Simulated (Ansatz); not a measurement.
The (111)A surface of zinc-blende GaSb, Ga-terminated, F on every top atom (bottom of the slab: 3 H on 4 bottom sites)

All values below come from PBE (plane waves to 420 eV, PAW; Ansatz, a quantum-chemistry and plane-wave program).

Slab: 39 atoms, 15.2 Å thick at the start with caps and adatoms; k 3x3x1, smearing 0.025 eV, dipole-corrected; 8 atoms held, the rest relaxed; start symmetry kept, larger cells not searched; spin-polarised, no spin-orbit, no U. The slab shows no gap over 0.04 eV on its mesh. The starting moment vanished. It is one candidate, not shown to be the stable structure of the face.

```json
{
  "work_function_of_the_top_face": "8.09 eV",
  "energy_released_by_relaxation": "0.56 eV",
  "cost": "around 80 core-minutes (rough)"
}
```
